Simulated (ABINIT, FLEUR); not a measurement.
A FLEUR input for a self-consistent single point of BeTe (P6_3mc, 4 atoms in the cell) (DFT, PBEsol, all-electron FLAPW (FLEUR), scalar-relativistic valence):

Input of the input generator:

```
BeTe FLAPW
&input film=f /
7.4015038010 0.0000004120 0.0000000000
-3.7007522573 6.4098901119 0.0000000000
0.0000000000 0.0000000000 12.1982482749
1.0
1.0 1.0 1.0

4
4 0.6666666667 0.3333333333 0.5004300000
4 0.3333333333 0.6666666667 0.0004300000
52 0.6666666667 0.3333333333 0.8745700000
52 0.3333333333 0.6666666667 0.3745700000

&comp jspins=1 /
&exco xctyp='PBEs' /
&kpt div1=10 div2=10 div3=5 gamma=t /
&end /
```

```xml
<?xml version="1.0" encoding="UTF-8" standalone="no"?>
<fleurInput fleurInputVersion="0.39">
   <comment>
      BeTe FLAPW                                                                                          
   </comment>
   <calculationSetup>
      <cutoffs Kmax="3.9" Gmax="13.7" GmaxXC="13.7" numbands="0"/>
      <scfLoop itmax="80" minDistance="0.00001" maxIterBroyd="99" imix="Anderson" alpha="0.05" precondParam="0.0" spinf="2.0"/>
      <coreElectrons ctail="T" frcor="F" kcrel="0" coretail_lmax="0"/>
      <xcFunctional name="PBEs" relativisticCorrections="F"/>
      <magnetism jspins="1"/>
      <soc l_soc="F" theta="0.0" phi="0.0" spav="F"/>
      <expertModes spex="0" secvar="F"/>
      <geometryOptimization l_f="T" forcealpha="1.0" forcemix="BFGS" epsdisp="0.00001" epsforce="0.00001"/>
      <ldaU l_linMix="F" mixParam="0.05" spinf="1.0"/>
   </calculationSetup>
   <cell>
      <bzIntegration valenceElectrons="36.0" mode="hist" fermiSmearingEnergy="0.0001">
         <kPointListSelection listName="default-1"/>
         <!-- k-points included here -->
         <xi:include xmlns:xi="http://www.w3.org/2001/XInclude" href="kpts.xml"> </xi:include>
      </bzIntegration>
      <!-- symmetry operations included here -->
      <xi:include xmlns:xi="http://www.w3.org/2001/XInclude" href="sym.xml"> </xi:include>
      <bulkLattice scale="1.0">
         <bravaisMatrix>
            <row-1>    7.4015038009999996     0.0000004120000000     0.0000000000000000</row-1>
            <row-2>   -3.7007522573000000     6.4098901119000002     0.0000000000000000</row-2>
            <row-3>    0.0000000000000000     0.0000000000000000    12.1982482748999992</row-3>
         </bravaisMatrix>
      </bulkLattice>
   </cell>
   <atomSpecies>
      <species name="Beryllium (Be)" element="Be" atomicNumber="4">
         <mtSphere radius="1.56" gridPoints="539" logIncrement="0.018"/>
         <atomicCutoffs lmax="6" lnonsphr="4"/>
         <electronConfig flipSpins="F">
            <coreConfig>(1s1/2)</coreConfig>
            <valenceConfig>(2s1/2)</valenceConfig>
         </electronConfig>
         <energyParameters s="2" p="2" d="3" f="4"/>
      </species>
      <species name="Tellurium (Te)" element="Te" atomicNumber="52">
         <mtSphere radius="2.68" gridPoints="925" logIncrement="0.014"/>
         <atomicCutoffs lmax="10" lnonsphr="8"/>
         <electronConfig flipSpins="F">
            <coreConfig>(1s1/2) (2s1/2) (2p1/2) (2p3/2) (3s1/2) (3p1/2) (3p3/2) (4s1/2) (3d3/2) (3d5/2) (4p1/2) (4p3/2)</coreConfig>
            <valenceConfig>(5s1/2) (4d3/2) (4d5/2) (5p1/2) (5p3/2)</valenceConfig>
            <stateOccupation state="(5p1/2)" spinUp="0.6666666666667" spinDown="0.6666666666667"/>
            <stateOccupation state="(5p3/2)" spinUp="1.3333333333333" spinDown="1.3333333333333"/>
         </electronConfig>
         <energyParameters s="5" p="5" d="5" f="4"/>
         <lo type="SCLO" l="2" n="4" eDeriv="0"/>
      </species>
   </atomSpecies>
   <atomGroups>
      <atomGroup species="Beryllium (Be)">
         <relPos label="                   1">-1.000/3.000 1.000/3.000 -.4995700000</relPos>
         <relPos label="                   2">1.000/3.000 -1.000/3.000 .0004300000</relPos>
         <force calculate="T" relaxXYZ="TTT"/>
      </atomGroup>
      <atomGroup species="Tellurium (Te)">
         <relPos label="                   3">-1.000/3.000 1.000/3.000 -.1254300000</relPos>
         <relPos label="                   4">1.000/3.000 -1.000/3.000 .3745700000</relPos>
         <force calculate="T" relaxXYZ="TTT"/>
      </atomGroup>
   </atomGroups>
   <output dos="F" band="F" slice="F">
      <checks vchk="F" cdinf="F"/>
      <bandDOS minEnergy="-.5*Htr" maxEnergy="0.5*Htr" sigma="0.015" storeEVData="T"/>
      <vacuumDOS vacdos="F" integ="F" star="F" nstars="0" locx1="0.0" locy1="0.0" locx2="0.0" locy2="0.0" nstm="0" tworkf="0.0"/>
      <unfoldingBand unfoldBand="F" supercellX="1" supercellY="1" supercellZ="1"/>
      <plotting iplot="0" polar="F">
         <plot TwoD="T" vec1="  1.0  0.0  0.0" vec2="  0.0  1.0  0.0" vec3="  0.0  0.0  1.0" zero="  0.0  0.0  0.0" file="plot"/>
      </plotting>
      <chargeDensitySlicing numkpt="0" minEigenval="0.0" maxEigenval="0.0" nnne="0" pallst="F"/>
      <specialOutput eonly="F"/>
      <magneticCircularDichroism mcd="F" energyLo="-10.0" energyUp="0.0"/>
   </output>
  <!-- We include the file relax.xml here to enable relaxations (see documentation) -->
  <xi:include xmlns:xi="http://www.w3.org/2001/XInclude" href="relax.xml"> <xi:fallback/> </xi:include>
</fleurInput>
```

Q: Give the ABINIT input for the same structure, mesh, smearing and functional.

A: This is the input that was run; spellings and numerical settings could be chosen otherwise.

```
# BeTe, PseudoDojo nc-sr-04 PBEsol standard
pp_dirpath "./"
pseudos "Be.upf, Te.upf"
acell 3.9167071379 3.9167071379 6.4550350000 Angstrom
rprim
         1.0000000000    0.0000000557    0.0000000000
        -0.5000000482    0.8660253760    0.0000000000
         0.0000000000    0.0000000000    1.0000000000
natom 4
ntypat 2
znucl 4 52
typat 1 1 2 2
xcart
         1.9583535060    1.1306560692    3.2302931650
        -0.0000001259    2.2613119204    0.0027756651
         1.9583535060    1.1306560692    5.6453799600
        -0.0000001259    2.2613119204    2.4178624599
      Angstrom
ecut 44 Ha
occopt 1
nband 22
kptopt 1
ngkpt 10 10 5
nshiftk 1
shiftk 0 0 0
nstep 60
tolvrs 1.0e-12
diemac 12
prtwf 0
prtden 0
enunit 1
```

Basis, cutoffs, solver keys and any potentials are the target program's own. This input uses DFT, PBEsol, plane waves, norm-conserving pseudopotentials (PseudoDojo nc-sr-04 PBEsol standard).

The starting cell comes from a database of computed structures (which also holds hypothetical and non-ambient phases and stackings), without a prior relaxation at this level. For this run, on top of that: lattice scaled by 0.98.
